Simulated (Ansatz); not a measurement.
## WC: transverse stress against strain

WC (WC type, P-6m2, 10.128 Å³/atom at rest, c along z) under a strain ε along a direction in the basal plane (axis x), the other axes held. LDA in Ansatz, a plane-wave DFT program (PAW, default set), 420 eV, 23×23×20 Γ-centred mesh, Fermi-Dirac smearing 0.10 eV; ions are relaxed within the symmetry of each cell. Stress is positive for a compressed cell.

Here s stands for strain and y for stress zz.

| strain (%) | stress zz (GPa) |
|---|---|
| -1.50 | 3.05 |
| -1.00 | 2.01 |
| -0.50 | 0.99 |
| 0.00 | 0.00 |
| 0.50 | -0.97 |
| 1.00 | -1.91 |
| 1.50 | -2.83 |
| 3.00 | ? |

Fit y of the 7 rows that show it with a straight line. Means: s 0, y 0.049. About the means, the sum of products is -13.720 and the sum of squares of s is 7.0000; the slope is their ratio. Least squares gives y = 0.049 - 1.9600·s. Residuals (row less fit): 0.061, 0.001, -0.039, -0.049, -0.039, 0.001, 0.061; standard error 0.051 (degrees of freedom: 5). The slope gives the elastic constant C13 = 196 ± 1.9 GPa.

Q: Predict the withheld y at s = 3.00 from the fit, and compare with the calculation.

A: y = 0.049 - 1.9600 × 3.0 = -5.831 GPa. The calculation gives -5.44 GPa, 0.391 GPa above the prediction (4.6 % of the range of y in the table). The row lies outside the fitted rows, so this is an extrapolation. From the scatter of the fitted rows alone, a prediction at this place has a standard error of 0.079 GPa, so the miss is 4.9 times that.

One order more, fitted to all 13 runs of the series, follows each within 0.01, so the miss is the next term of a smooth law. In a metal these values are sensitive to mesh and smearing; energies are taken to zero smearing, stresses follow the free energy. Rows are the converged runs of the series near zero and its far end; series whose fitted rows scatter by over a few per cent of the range, as at a crossing or softening among them, aren't shown in this form. Most that stay on the fit to the last digits aren't either.
